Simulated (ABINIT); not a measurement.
Band structure of NiAl (Pm-3m, 2 atoms in the cell).

```xyz
2
Lattice="2.8900 0.0000 0.0000 0.0000 2.8900 0.0000 0.0000 0.0000 2.8900" Properties=species:S:1:pos:R:3 pbc="T T T"
Al     1.4450     1.4450     1.4450
Ni     0.0000     0.0000     0.0000
```

Method: PBE, PAW (JTH v2.0 PBE PAW) (plane waves; ABINIT 10.0.3).

Settings: pseudos = [Al.GGA_PBE-JTH.xml, Ni.GGA_PBE-JTH.xml]; ecut = 60 Ry; pawecutdg = 120 Ry; pawxcdev = 0; occopt = 3; tsmear = 0.00367493 Ha; ngkpt = 9 9 9; nshiftk = 1; shiftk = 0 0 0; potentials = JTH v2.0 PBE PAW; kptopt = 1; nstep = 80; tolvrs1 = 1e-11.

The starting cell has typed, rounded lattice constants, without a prior relaxation at this level. Spin polarisation is off.

Levels in eV from the Fermi level, bands 7 to 14:
| point | 7 | 8 | 9 | 10 | 11 | 12 | 13 | 14 |
|---|---|---|---|---|---|---|---|---|
| Γ | -3.21 | -1.54 | -1.54 | -1.54 | 5.43 | 5.43 | 5.43 | 8.08 |
| X | -2.74 | -2.24 | -2.24 | -1.45 | -0.65 | 8.24 | 9.95 | 9.95 |
| M | -2.89 | -2.89 | -2.06 | -2.06 | -1.01 | 1.42 | 2.42 | 12.12 |
| R | -4.08 | -0.98 | -0.98 | 1.99 | 1.99 | 1.99 | 3.58 | 4.40 |

Bands cross the Fermi level along this path, so the cell is metallic at this level.
